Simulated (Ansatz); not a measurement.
Response to strain in TiO2

Consider TiO₂ in the anatase structure (space group I4_1/amd, No. 141; a = 3.770 Å, c = 9.552 Å). Axes: x, y, z lie along a, b, c of the conventional cell.

Strains are applied to the cell and any free atomic positions relax; under biaxial strain the out-of-plane vector relaxes too.

Levels (all Ansatz, a first-principles code, PAW): PBEsol (420 eV, without spin-orbit coupling); r2SCAN (500 eV, no spin-orbit coupling); HSE06 (420 eV, no spin-orbit coupling).

Band gaps by level, all at the geometries relaxed with PBEsol:

| case | PBEsol | r2SCAN | HSE06 |
|---|---|---|---|
| base | 2.11 eV | 2.54 eV | 3.65 eV |
| biaxial strain +2.46 %, plane normal [001], relaxed out of plane | 1.90 eV | (withheld) | 3.42 eV |
| isotropic strain −4.64 % | 2.21 eV | (withheld) | 3.83 eV |
| uniaxial strain ε_xx = −0.46 % | 2.12 eV | 2.55 eV | 3.67 eV |

What belongs in the blanks?


- biaxial strain +2.46 %, plane normal [001], relaxed out of plane, r2SCAN: 2.32 eV
- isotropic strain −4.64 %, r2SCAN: 2.70 eV

Single points use the geometry relaxed with PBEsol. The hybrid gap comes from the SCF mesh plus the semilocal run's edge points and a few special points and is an upper bound. Stability against distortions was not tested. The final runs are not spin-polarised.
